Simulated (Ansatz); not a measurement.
The parent structure is HfC in the rock salt structure (space group Fm-3m, No. 225; a = 4.641 Å).

Level of theory: plane-wave PAW DFT at the r2SCAN level (Ansatz, a program for electronic structure, 500 eV), no spin-orbit coupling.

One change was made to it. Results:

| quantity | base | after |
|---|---|---|
| density | 12.66 g/cm³ | 15.08 g/cm³ |
| shortest interatomic distance | 2.320 Å | 2.189 Å |

Name the change that was made.
A. pressure 60 GPa
B. pressure −1 GPa
C. pressure 30 GPa

A, pressure 60 GPa. For comparison, the density in the other runs: pressure −1 GPa gives 12.61 g/cm³; pressure 30 GPa gives 14.00 g/cm³.

Load acts through the strain it causes; cell and atoms are relaxed under it. Whether these cells are dynamically stable was not tested. Competing high-pressure phases were not computed. The final runs are not spin-polarised.
